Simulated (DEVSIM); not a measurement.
Device: illuminated Si p-on-n cell, one wavelength, at 400 K.

```
layer (left to right)  material  thickness (μm)  Nd (cm⁻³)  Na (cm⁻³)  τn (s)  τp (s)  absorption coefficient (cm⁻¹)
---------------------  --------  --------------  ---------  ---------  ------  ------  -----------------------------
1                            Si          0.0500          -     4.2e18  3.9e-6    8e-7                            110
2                            Si             210     1.5e15          -  1.9e-6  1.9e-6                            110
```

Left contact: ohmic, minority electron recombination velocity 3e5 cm/s. Right contact: ohmic, minority hole recombination velocity 2e6 cm/s. Voltage is applied to the left contact. Recombination: SRH at mid-gap, radiative, Auger. Light enters at the left, 9.7e17 photons cm⁻² s⁻¹, one pass, no reflection. Mobility is constant in doping.

This is a model device: material constants are rounded textbook-type values typed into the input, and sizes, dopings and lifetimes were drawn at random. Values at 300 K; Nc and Nv go as T^1.5, mobilities as T to minus their exponent, the gap by Varshni's rule with the affinity fixed.

| parameter | Si |
|---|---|
| gap (eV) | 1.124 |
| affinity (eV) | 4.05 |
| permittivity | 11.7 |
| Nc (cm⁻³) | 2.86e19 |
| Nv (cm⁻³) | 3.1e19 |
| μn (cm²/Vs) | 1417 |
| μp (cm²/Vs) | 470 |
| T exponent of μn | 2.3 |
| T exponent of μp | 2.2 |
| B (cm³/s) | 4.7e-15 |
| Cn (cm⁶/s) | 2.8e-31 |
| Cp (cm⁶/s) | 9.9e-32 |
| Varshni α (eV/K) | 0.000473 |
| Varshni β (K) | 636 |

DEVSIM, 1D drift-diffusion, Boltzmann statistics, complete ionisation; no tunnelling, impact ionisation, image-force lowering or self-heating.

Q: Tabulate band edges, carrier densities and field at 0.9 V on the left contact, in the dark.

A: Energies count from the Fermi level of the right contact; mesh points crowd at the junctions.

```json
[
 {"x (μm)": "0.000", "Ec (eV)": "0.113", "Ev (eV)": "-0.984", "n (cm⁻³)": "1.0e14", "p (cm⁻³)": "4.2e18", "field (V/cm)": "≈ 0"},
 {"x (μm)": "0.02000", "Ec (eV)": "0.113", "Ev (eV)": "-0.984", "n (cm⁻³)": "1.1e14", "p (cm⁻³)": "4.2e18", "field (V/cm)": "≈ 0"},
 {"x (μm)": "0.04000", "Ec (eV)": "0.112", "Ev (eV)": "-0.984", "n (cm⁻³)": "1.1e14", "p (cm⁻³)": "4.1e18", "field (V/cm)": "-2900"},
 {"x (μm)": "0.06210", "Ec (eV)": "-0.002", "Ev (eV)": "-1.099", "n (cm⁻³)": "3.0e15", "p (cm⁻³)": "1.5e17", "field (V/cm)": "-35000"},
 {"x (μm)": "0.1347", "Ec (eV)": "-0.068", "Ev (eV)": "-1.164", "n (cm⁻³)": "2.0e16", "p (cm⁻³)": "2.2e16", "field (V/cm)": "-1200"},
 {"x (μm)": "0.2718", "Ec (eV)": "-0.070", "Ev (eV)": "-1.167", "n (cm⁻³)": "2.2e16", "p (cm⁻³)": "2.1e16", "field (V/cm)": "≈ 0"},
 {"x (μm)": "0.5820", "Ec (eV)": "-0.070", "Ev (eV)": "-1.167", "n (cm⁻³)": "2.2e16", "p (cm⁻³)": "2.1e16", "field (V/cm)": "≈ 0"},
 {"x (μm)": "1.700", "Ec (eV)": "-0.070", "Ev (eV)": "-1.166", "n (cm⁻³)": "2.2e16", "p (cm⁻³)": "2.0e16", "field (V/cm)": "≈ 0"},
 {"x (μm)": "3.812", "Ec (eV)": "-0.068", "Ev (eV)": "-1.165", "n (cm⁻³)": "2.1e16", "p (cm⁻³)": "2.0e16", "field (V/cm)": "≈ 0"},
 {"x (μm)": "8.590", "Ec (eV)": "-0.065", "Ev (eV)": "-1.161", "n (cm⁻³)": "2.0e16", "p (cm⁻³)": "1.8e16", "field (V/cm)": "≈ 0"},
 {"x (μm)": "19.40", "Ec (eV)": "-0.057", "Ev (eV)": "-1.153", "n (cm⁻³)": "1.7e16", "p (cm⁻³)": "1.6e16", "field (V/cm)": "≈ 0"},
 {"x (μm)": "58.33", "Ec (eV)": "-0.022", "Ev (eV)": "-1.118", "n (cm⁻³)": "1.1e16", "p (cm⁻³)": "9.3e15", "field (V/cm)": "11"},
 {"x (μm)": "124.4", "Ec (eV)": "0.075", "Ev (eV)": "-1.021", "n (cm⁻³)": "5.5e15", "p (cm⁻³)": "4.0e15", "field (V/cm)": "19"},
 {"x (μm)": "172.2", "Ec (eV)": "0.189", "Ev (eV)": "-0.908", "n (cm⁻³)": "3.7e15", "p (cm⁻³)": "2.2e15", "field (V/cm)": "29"},
 {"x (μm)": "197.5", "Ec (eV)": "0.277", "Ev (eV)": "-0.819", "n (cm⁻³)": "2.7e15", "p (cm⁻³)": "1.2e15", "field (V/cm)": "44"},
 {"x (μm)": "204.5", "Ec (eV)": "0.313", "Ev (eV)": "-0.784", "n (cm⁻³)": "2.2e15", "p (cm⁻³)": "6.8e14", "field (V/cm)": "59"},
 {"x (μm)": "207.6", "Ec (eV)": "0.333", "Ev (eV)": "-0.764", "n (cm⁻³)": "1.9e15", "p (cm⁻³)": "3.7e14", "field (V/cm)": "75"},
 {"x (μm)": "209.0", "Ec (eV)": "0.344", "Ev (eV)": "-0.752", "n (cm⁻³)": "1.7e15", "p (cm⁻³)": "1.9e14", "field (V/cm)": "89"},
 {"x (μm)": "209.7", "Ec (eV)": "0.351", "Ev (eV)": "-0.746", "n (cm⁻³)": "1.6e15", "p (cm⁻³)": "7.1e13", "field (V/cm)": "100"},
 {"x (μm)": "209.9", "Ec (eV)": "0.353", "Ev (eV)": "-0.743", "n (cm⁻³)": "1.5e15", "p (cm⁻³)": "3.5e13", "field (V/cm)": "110"},
 {"x (μm)": "210.0", "Ec (eV)": "0.354", "Ev (eV)": "-0.742", "n (cm⁻³)": "1.5e15", "p (cm⁻³)": "1.8e13", "field (V/cm)": "120"},
 {"x (μm)": "210.1", "Ec (eV)": "0.355", "Ev (eV)": "-0.742", "n (cm⁻³)": "1.5e15", "p (cm⁻³)": "8.6e12", "field (V/cm)": "120"}
]
```
